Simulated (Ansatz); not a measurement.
The parent structure is HgSe in the zinc blende structure (space group F-43m, No. 216; a = 6.260 Å).

Method: Kohn–Sham DFT with the PBE functional, run in Ansatz (a first-principles code) with PAW and 420 eV plane waves, scalar-relativistic without spin-orbit coupling.

It is then changed as follows: full substitution Se → S; the structure is relaxed again.

Measured lattice parameter a: HgSe 6.085 Å (room temperature; as listed in Cardona et al., arXiv (2009)); HgS 5.841 Å (room temperature; as listed in Cardona et al., arXiv (2009)).

Task: How well does PBE reproduce the measured shift?

Result: With PBE the lattice parameter a moves by -0.268 Å (6.260 → 5.992) against -0.244 Å measured.

Whether these cells are dynamically stable was not tested. The final runs are not spin-polarised.
